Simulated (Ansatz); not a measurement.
The parent structure is SiC (space group P6_3mc, No. 186).

```yaml
crystal:
  lattice:
    - [3.07808, 0.00000, 0.00000]
    - [-1.53904, 2.66570, 0.00000]
    - [0.00000, 0.00000, 10.07605]
  atoms:
    - { symbol: Si, position: [0.00000, 0.00000, 0.50032] }
    - { symbol: Si, position: [0.00000, 0.00000, 0.00032] }
    - { symbol: Si, position: [0.33333, 0.66667, 0.25025] }
    - { symbol: Si, position: [0.66667, 0.33333, 0.75025] }
    - { symbol: C, position: [0.00000, 0.00000, 0.31286] }
    - { symbol: C, position: [0.00000, 0.00000, 0.81286] }
    - { symbol: C, position: [0.33333, 0.66667, 0.06221] }
    - { symbol: C, position: [0.66667, 0.33333, 0.56221] }
```

Cartesian axes are those of the cell as printed.

Computed with PBEsol (Ansatz, a program for electronic structure, PAW, scalar-relativistic without spin-orbit coupling).

For the base:

| Quantity | Result |
|---|---|
| Valence-band top at Γ | 0.00, 0.00, -0.05 eV |

One thing is altered: uniaxial strain ε_xx = +0.75 %, all other strain components held at zero, atoms relaxed at fixed cell.

### Question
What happens to the electron mass, valence-band top at Γ and stress?

### Answer
The electron mass is 0.27 mₑ along x, 0.60 mₑ along y, 0.32 mₑ along z (at M); the valence-band top at Γ (three highest levels, from the VBM) goes from 0.00, 0.00, -0.05 eV to 0.00, -0.05, -0.06 eV; the stress (xx, yy, zz, yz, xz, xy; compression positive) is (-3.66, -0.85, -0.43, 0.00, 0.00, 0.00) GPa.

The levels and masses belong to the bands next to the band gap. Masses are band curvatures over ±0.01 Å⁻¹ around the edge. Whether these cells are dynamically stable was not tested.
